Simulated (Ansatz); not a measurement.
## ZrS2: isotropic strain +3.00 %

Base system: ZrS$_{2}$ in the CdI2 type structure (space group P-3m1, No. 164; a = 3.5781 Å, c = 5.5401 Å; layered, stacked along the Cartesian z axis).

Modification: every lattice vector is stretched by 3.00 %, atoms relaxed at fixed cell.

Method: PBEsol-D3(BJ) (Ansatz, an electronic-structure program, PAW, no SOC). k-mesh 11×11×6 (Γ-centred); smearing 0.05 eV (Fermi–Dirac).

| quantity | base | changed | shift |
|---|---|---|---|
| volume per atom | 20.48 Å³ | 22.37 Å³ | +1.899 Å³ |
| space group | P-3m1 (No. 164) | P-3m1 (No. 164) | – |
| shortest interatomic distance | 2.534 Å | 2.560 Å | +0.026 Å |
| energy relative to the base (free energy F) | 0 meV/atom | +24 meV/atom | +24 meV/atom |
| pressure (mean of the normal stresses, compression positive) | 0.00 GPa | -3.74 GPa | -3.74 GPa |
| band gap | 0.29 eV | 0.73 eV | +0.44 eV |
| gap character | indirect, Γ → L | indirect, Γ → L | – |
| smallest direct gap | 1.22 eV | 1.29 eV | +0.077 eV |
| mean gap deformation potential ΔEg/Δln V | – | +5.0 eV | – |
| width of the top valence band | 2.29 eV | 2.02 eV | -0.27 eV |
| valence-band top at Γ (three highest levels, from the VBM) | 0.00, -0.35, -0.35 eV | 0.00, -0.32, -0.32 eV | – |
| largest internal atomic displacement | – | 0.088 Å | – |

Stability against distortions was not tested. A zero or small gap of ZrS2 can be the functional's error rather than a property of the material.
